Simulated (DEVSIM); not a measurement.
System: Pt/SiO2/p-Ge capacitor, at 300 K.

| layer (left to right) | material | thickness (nm) | Na (cm⁻³) |
|---|---|---|---|
| 1 | SiO2 | 17.0 | - |
| 2 | Ge | 410 | 2.1e18 |

Metal gate on the left, work function 5.6 eV. Fixed charge at the semiconductor interface 0 cm⁻² (in units of +e); no interface traps.

This is a model device: material constants are rounded textbook-type values typed into the input, and sizes, dopings and lifetimes were drawn at random. Values at 300 K.

| parameter | SiO2 | Ge |
|---|---|---|
| gap (eV) | 9 | 0.664 |
| affinity (eV) | 0.9 | 4 |
| permittivity | 3.9 | 16 |
| Nc (cm⁻³) | - | 1.04e19 |
| Nv (cm⁻³) | - | 6e18 |

Simulated with DEVSIM: 1D Poisson equation in equilibrium, Boltzmann statistics, complete ionisation; no quantum confinement or tunnelling. Metal contacts follow the ideal Schottky-Mott rule: no Fermi-level pinning, no interface dipoles.

### Question
Tabulate band edges, carrier densities and field at 3.5 V on the gate.

### Answer
Energies count from the Fermi level of the right contact; mesh points crowd at the junctions.

| x (μm) | Ec (eV) | Ev (eV) | n (cm⁻³) | p (cm⁻³) | field (V/cm) |
|---|---|---|---|---|---|
| 0.000 | 1.200 | -7.800 | < 1e2 | < 1e2 | 1300000 |
| 0.001001 | 1.335 | -7.665 | < 1e2 | < 1e2 | 1300000 |
| 0.002865 | 1.585 | -7.415 | < 1e2 | < 1e2 | 1300000 |
| 0.005989 | 2.005 | -6.995 | < 1e2 | < 1e2 | 1300000 |
| 0.01199 | 2.812 | -6.188 | < 1e2 | < 1e2 | 1300000 |
| 0.01470 | 3.176 | -5.824 | < 1e2 | < 1e2 | 1300000 |
| 0.01631 | 3.393 | -5.607 | < 1e2 | < 1e2 | 1300000 |
| 0.01752 | 0.402 | -0.262 | 1.8e12 | 2.4e14 | 320000 |
| 0.01904 | 0.447 | -0.217 | 3.2e11 | 1.4e15 | 280000 |
| 0.02192 | 0.518 | -0.146 | 2.1e10 | 2.1e16 | 210000 |
| 0.02778 | 0.603 | -0.061 | 7.8e8 | 5.6e17 | 85000 |
| 0.04452 | 0.637 | -0.027 | 2.1e8 | 2.1e18 | 820 |
| 0.07026 | 0.637 | -0.027 | 2.1e8 | 2.1e18 | ≈ 0 |
| 0.1191 | 0.637 | -0.027 | 2.1e8 | 2.1e18 | ≈ 0 |
| 0.2540 | 0.637 | -0.027 | 2.1e8 | 2.1e18 | ≈ 0 |
| 0.3394 | 0.637 | -0.027 | 2.1e8 | 2.1e18 | ≈ 0 |
| 0.3814 | 0.637 | -0.027 | 2.1e8 | 2.1e18 | ≈ 0 |
| 0.4043 | 0.637 | -0.027 | 2.1e8 | 2.1e18 | ≈ 0 |
| 0.4179 | 0.637 | -0.027 | 2.1e8 | 2.1e18 | ≈ 0 |
| 0.4229 | 0.637 | -0.027 | 2.1e8 | 2.1e18 | ≈ 0 |
| 0.4254 | 0.637 | -0.027 | 2.1e8 | 2.1e18 | ≈ 0 |
| 0.4270 | 0.637 | -0.027 | 2.1e8 | 2.1e18 | ≈ 0 |
